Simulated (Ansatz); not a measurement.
## Short convergence ladders for the (100) slab of Ta2Si (cut from a parent of space group no. 140; 12 atoms in the cell)

```xyz
12
Lattice="6.1570 0.0000 0.0000 0.0000 5.0321 0.0000 0.0000 0.0000 19.0930" Properties=species:S:1:pos:R:3 pbc="T T T"
Ta     1.0072     2.5161     7.0000
Ta     2.0713     0.0000    12.0930
Ta     2.0713     2.5161    10.0785
Ta     1.0072     0.0000     9.0145
Si     0.0000     1.2580    11.0858
Si     0.0000     3.7741    11.0858
Ta     4.0857     0.0000    10.0785
Ta     5.1498     2.5161     9.0145
Ta     5.1498     0.0000     7.0000
Ta     4.0857     2.5161    12.0930
Si     3.0785     3.7741     8.0073
Si     3.0785     1.2580     8.0073
```

Base method: LDA (PW92), default PAW files made with PBE (plane waves; Ansatz, a quantum-chemistry and plane-wave program).

Base settings: basis.ecutwfc = 420 eV; kpoints.mp_grid.grid = 3 3 1; hamiltonian.xc = lda; hamiltonian.pseudopotentials = {kind: paw} (the program's default PAW files); scf.occupations.method = gaussian; scf.occupations.width = 0.1 eV.

The count of work is k-points × plane waves × bands × iterations; it is no time. Core times come from one kind of shared machine, to one figure; runs under 30 s give none.

**The vacuum**

The mesh stays at the base's, so the ladder's end is converged at best in this setting alone.

Only quantities that move along the ladder and can be compared are tabulated.

| vacuum between outermost atoms (Å) | free energy less the last step's (meV/atom) | largest difference of a force vector from the last step's (eV/Å) | count of work / last |
|---|---|---|---|
| 3.0 | -285.38 | 1.882 | 0.18 |
| 4.0 | -122.25 | 1.215 | 0.23 |
| 5.0 | -43.58 | 0.511 | 0.29 |
| 6.0 | -12.94 | 0.157 | 0.31 |
| 7.0 | -2.91 | 0.040 | 0.34 |
| 8.0 | -0.44 | 0.013 | 0.37 |
| 10.0 | 0.02 | 0.002 | 0.48 |
| 12.0 | 0.01 | 0.000 | 0.49 |
| 14.0 | 0.00 | 0.000 | 0.54 |
| 17.0 | 0.00 | 0.000 | 0.63 |
| 20.0 | -0.01 | 0.000 | 0.71 |
| 25.0 | -0.01 | 0.000 | 0.86 |
| 30.0 | 0.00 | 0.000 | 1.0 |

Smallest vacuum between outermost atoms (Å) that holds the forces within 0.01 eV/Å of the last step, with all finer ones: 10.0; the step before is off by 0.013 eV/Å.

Smallest vacuum between outermost atoms (Å) that holds the free energy within 2 meV/atom of the last step, with all finer ones: 8.0, at 0.37 of the last step's count of work; the step before is off by 2.9 meV/atom.

**The k-point mesh**

Only quantities that move along the ladder and can be compared are tabulated.

| kpoints.mp_grid.grid | free energy less the last step's (meV/atom) | largest difference of a force vector from the last step's (eV/Å) | count of work / last | core time / last (rough) |
|---|---|---|---|---|
| 1 2 1 | 174.63 | 1.082 | 0.034 | – |
| 2 2 1 | 17.35 | 0.237 | 0.062 | – |
| 2 3 1 | 7.88 | 0.232 | 0.062 | – |
| 3 3 1 | 0.69 | 0.129 | 0.056 | – |
| 3 4 1 | 3.42 | 0.086 | 0.083 | – |
| 4 4 1 | 1.63 | 0.046 | 0.12 | – |
| 4 5 1 | -0.66 | 0.056 | 0.12 | – |
| 5 6 1 | 0.41 | 0.023 | 0.17 | – |
| 6 7 1 | -0.11 | 0.010 | 0.22 | 0.3 |
| 6 8 1 | 0.16 | 0.018 | 0.28 | 0.3 |
| 8 9 1 | -0.12 | 0.007 | 0.35 | 0.4 |
| 9 11 1 | -0.06 | 0.002 | 0.42 | 0.4 |
| 10 12 1 | 0.03 | 0.004 | 0.58 | 0.6 |
| 12 15 1 | -0.01 | 0.001 | 0.78 | 0.8 |
| 14 17 1 | 0.00 | 0.000 | 1.0 | 1 |

Coarsest kpoints.mp_grid.grid that holds the forces within 0.005 eV/Å of the last step, with all finer ones: 9 11 1, at 0.42 of the last step's count of work and about 0.4 of the last step's time; the step before is off by 0.007 eV/Å.

Coarsest kpoints.mp_grid.grid that holds the free energy within 5 meV/atom of the last step, with all finer ones: 3 3 1, at 0.056 of the last step's count of work; the step before is off by 7.9 meV/atom.

**The plane-wave cutoff**

The mesh stays at the base's, so the ladder's end is converged at best in this setting alone.

Only quantities that move along the ladder and can be compared are tabulated.

```tsv
basis.ecutwfc	free energy less the last step's (meV/atom)	largest difference of a force vector from the last step's (eV/Å)	count of work / last
210 eV	606.60	0.025	0.14
250 eV	114.73	0.023	0.18
295 eV	20.58	0.016	0.21
355 eV	4.13	0.002	0.28
420 eV	0.79	0.000	0.36
505 eV	0.40	0.000	0.47
630 eV	0.12	0.000	0.65
840 eV	0.00	0.000	1.0
```

Coarsest basis.ecutwfc that holds the forces within 0.01 eV/Å of the last step, with all finer ones: 355 eV, at 0.28 of the last step's count of work; the step before is off by 0.016 eV/Å.

Coarsest basis.ecutwfc that holds the free energy within 1 meV/atom of the last step, with all finer ones: 420 eV, at 0.36 of the last step's count of work; the step before is off by 4.1 meV/atom.

On the base run: the starting cell comes from a database of computed structures (which also holds hypothetical and non-ambient phases and stackings), without a prior relaxation at this level. The slab is cut from that crystal, and its faces are unrelaxed. Its lattice was rescaled by up to half a per cent. Spin polarisation is off. In the base run, forces exceed 1 eV/Å. Without a gap this mesh is coarse (it stands for a supercell whose shortest in-plane vector is 15 Å).

Keys are those of Ansatz 0.2.
